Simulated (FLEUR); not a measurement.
Band structure of Ce₂NiGe₃ (P-6m2, 6 atoms in the cell).

```xyz
6
Lattice="4.2404 0.0000 0.0000 -2.1202 3.6723 0.0000 0.0000 0.0000 7.9257" Properties=species:S:1:pos:R:3 pbc="T T T"
Ce     2.1202     1.2241     1.8661
Ce     2.1202     1.2241     6.0596
Ni     0.0000     0.0000     0.0000
Ge     0.0000     0.0000     3.9628
Ge     0.0000     2.4482     0.0000
Ge     0.0000     2.4482     3.9628
```

Method of the run: LDA (Vosko-Wilk-Nusair), all-electron FLAPW (FLEUR), scalar-relativistic valence.

Settings: Kmax = 3.8 1/bohr; GmaxXC = 15.2 1/bohr; xcFunctional = vwn; jspins = 1; l_soc = F; mode = hist; fermiSmearingEnergy = 0.00999582 Htr; mesh (inpgen div1-3) = 6 6 3; inpgen gamma flag = true; Gmax = 15.2 1/bohr; numbands = 0; maxIterBroyd = 25; imix = Anderson; alpha = 0.05.

The starting cell comes from a database of computed structures (which also holds hypothetical and non-ambient phases and stackings), without a prior relaxation at this level. Spin-orbit coupling is off. Spin polarisation is off. The f electrons are in the valence without U or exact exchange, which can misplace them near the Fermi level. Spin-orbit terms, which matter for f shells, are left out. Values depend on the basis (sphere radii, cutoffs, local orbitals), which need not be converged.

Levels in eV from the Fermi level, bands 38 to 45:
```csv
point,38,39,40,41,42,43,44,45
Γ,-0.63,-0.15,-0.15,0.01,0.01,0.02,0.13,0.34
M,-1.39,-1.10,-1.02,-0.04,0.35,0.36,0.38,0.40
K,-1.60,-1.53,-0.11,0.20,0.31,0.37,0.37,0.37
A,-1.49,-0.15,-0.15,-0.03,-0.01,-0.01,0.21,0.47
L,-1.31,-1.29,-0.73,-0.20,0.27,0.36,0.39,0.40
H,-1.29,-1.09,-0.52,0.04,0.35,0.35,0.39,0.42
```
